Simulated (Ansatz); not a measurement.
## How far PBE-D3(BJ) and r2SCAN+rVV10 part for MoS2, pressure 3 GPa

Base system: MoS₂ in the 3R-MoS2 type structure (space group R3m, No. 160; a = 3.153 Å, c = 17.991 Å (hexagonal axes); layered, stacked along the Cartesian z axis).

(Cell as relaxed with PBE-D3(BJ).)

Levels (all Ansatz, an electronic-structure program, PAW): PBE-D3(BJ) (420 eV, without spin-orbit coupling); r2SCAN+rVV10 (500 eV, no SOC).

Each level relaxes its own structure.

```
base                 PBE-D3(BJ)  r2SCAN+rVV10
-------------------  ----------  ------------
volume per atom        17.21 Å³      18.03 Å³
lattice parameter a     3.153 Å       3.175 Å
band gap                0.77 eV       1.02 eV
```

It is then changed as follows: a hydrostatic pressure of 3 GPa.

```tsv
quantity	PBE-D3(BJ)	r2SCAN+rVV10
smallest direct gap	1.83 eV	1.86 eV
band gap	0.55 eV	0.80 eV
lattice parameter a	3.130 Å	3.153 Å
```

PBE-D3(BJ)'s smallest direct gap lies 0.03 eV below r2SCAN+rVV10's; PBE-D3(BJ)'s band gap lies 0.25 eV below r2SCAN+rVV10's; PBE-D3(BJ)'s lattice parameter a lies 0.023 Å below r2SCAN+rVV10's (0.7 %). Neither level is exact; r2SCAN+rVV10 is the comparison here, not a measurement.

Load acts through the strain it causes; cell and atoms are relaxed under it. Whether these cells are dynamically stable was not tested.
